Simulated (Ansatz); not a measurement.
System: SnSe (model structure, started from the 4H type, P6₃mc, No. 186, 8 atoms in the cell). Method: r²SCAN+rVV10 (Ansatz, a first-principles code, plane waves, PAW).

Input file:

Ansatz 0.2 input:
```yaml
crystal:
  lattice:
    - [5.0515783259, 0.0000003209, 0.0]
    - [-2.5257894409, 4.374794999, 0.0]
    - [0.0, 0.0, 11.7844831561]
  atoms:
    - { symbol: Sn, position: [0.0, 0.0, 0.0260653446] }
    - { symbol: Sn, position: [0.0, 0.0, 0.5260653446] }
    - { symbol: Sn, position: [0.6666666667, 0.3333333333, 0.7754330971] }
    - { symbol: Sn, position: [0.3333333333, 0.6666666667, 0.2754330971] }
    - { symbol: Se, position: [0.0, 0.0, 0.7833678072] }
    - { symbol: Se, position: [0.0, 0.0, 0.2833678072] }
    - { symbol: Se, position: [0.6666666667, 0.3333333333, 0.5407637511] }
    - { symbol: Se, position: [0.3333333333, 0.6666666667, 0.0407637511] }
basis:
  ecutwfc: 560
  ecutrho_ratio: 4
  xc_grid: 3
kpoints:
  mp_grid: { grid: [12, 12, 4] }
  band_path:
    path:
      - [0.0, 0.0, 0.0]
      - [0.083333, 0.0, 0.0]
      - [0.166667, 0.0, 0.0]
      - [0.25, 0.0, 0.0]
      - [0.333333, 0.0, 0.0]
      - [0.416667, 0.0, 0.0]
      - [0.5, 0.0, 0.0]
      - [0.444444, 0.111111, 0.0]
      - [0.388889, 0.222222, 0.0]
      - [0.333333, 0.333333, 0.0]
      - [0.291667, 0.291667, 0.0]
      - [0.25, 0.25, 0.0]
      - [0.208333, 0.208333, 0.0]
      - [0.166667, 0.166667, 0.0]
      - [0.125, 0.125, 0.0]
      - [0.083333, 0.083333, 0.0]
      - [0.041667, 0.041667, 0.0]
      - [0.0, 0.0, 0.5]
      - [0.083333, 0.0, 0.5]
      - [0.166667, 0.0, 0.5]
      - [0.25, 0.0, 0.5]
      - [0.333333, 0.0, 0.5]
      - [0.416667, 0.0, 0.5]
      - [0.5, 0.0, 0.5]
      - [0.444444, 0.111111, 0.5]
      - [0.388889, 0.222222, 0.5]
      - [0.333333, 0.333333, 0.5]
      - [0.291667, 0.291667, 0.5]
      - [0.25, 0.25, 0.5]
      - [0.208333, 0.208333, 0.5]
      - [0.166667, 0.166667, 0.5]
      - [0.125, 0.125, 0.5]
      - [0.083333, 0.083333, 0.5]
      - [0.041667, 0.041667, 0.5]
    npoints: 1
hamiltonian:
  xc: r2scan
  dispersion: rvv10
  pseudopotentials: { kind: paw }
scf:
  occupations: { method: fermi_dirac, width: 0.01 }
  convergence: { dr2_threshold: 0.0000000008 }
output:
  forces: true
  stress: true
  eigenvalues: true
  write_bands: true
```

Output (set-up and result lines):

```
Crystal: 8 atoms, lattice volume = 260.433 Å³
Basis set: ecut = 560 eV, 7833 PW (Γ), exchange–correlation on 120×120×288 points (27 copies of the dense FFT grid, shifted against one another)
Bands: 72, of which v1, the nominal top of the filled ones, is band 60 counted from 1 (59 counted from 0)
Symmetry: 12 space group operations
Space group: P63mc (ITA 186), of the structure as read, at distance tolerance 6.4e-5 Å
k-points: 57 of 576 (time reversal used)
Functional: x = r2scan, c = r2scan + rvv10(b = 11.95, C = 0.0093); τ floored in thin density (d = 2e-4 eV/Å³)
SCF iter   1: F=—  HF=-46056.136705 eV  |F-HF|=—  |Δ(HF+E_count)|=         —  Δρ=4.42e-3  dr2=7.35e-2  dr2_τ=9.85e-3
SCF iter   2: F=—  HF=-46056.159347 eV  |F-HF|=—  |Δ(HF+E_count)|=   2.26e-2  Δρ=2.07e-3  dr2=1.54e-2  dr2_τ=4.19e-4
  ...
SCF iter   9: F=—  HF=-46056.159717 eV  |F-HF|=—  |Δ(HF+E_count)|=   1.06e-9  Δρ=4.60e-7  dr2=8.59e-10  dr2_τ=2.99e-11
SCF iter  10: F=-46056.159717 eV  HF=-46056.159717 eV  |F-HF|=1.75e-10  |Δ(HF+E_count)|=  2.18e-11  Δρ=1.71e-7  dr2=1.19e-10  dr2_τ=7.12e-12
SCF 1 converged in 10 iterations: F = -46056.159717 eV  dr2 = 1.19e-10
SCF converged after 10 iterations
Free energy (F): -46056.159717 eV
Internal energy: -46056.159717 eV  (E = F + TS)
E sigma→0 (E₀):  -46056.159717 eV
Fermi energy:    7.475807 eV
--- Forces (eV/Å), atoms counted from 1 ---
  atom   1  Sn    -0.00000000     0.00000000    -0.00025585
  atom   2  Sn     0.00000000    -0.00000000    -0.00025585
  atom   3  Sn    -0.00000000     0.00000000    -0.00164467
  atom   4  Sn     0.00000000    -0.00000000    -0.00164467
  atom   5  Se     0.00000000    -0.00000000     0.00051418
  atom   6  Se    -0.00000000     0.00000000     0.00051418
  atom   7  Se    -0.00000000     0.00000000     0.00138761
  atom   8  Se     0.00000000     0.00000000     0.00138761
--- Stress (GPa, compression-positive) ---
        0.009176      -0.000000       0.000000
       -0.000000       0.009176      -0.000000
        0.000000      -0.000000       0.006716
  P = ⅓ Tr σ = 0.0084 GPa (0.084 kbar)
```

The PAW data were made under PBE.

Note: the relaxation could raise the start's symmetry but not lower it, so the cell can be a saddle point.

A model structure was made by putting elements into a prototype or built by hand; it is no filed structure, need not be a known phase, and can be a saddle point held by its symmetry.
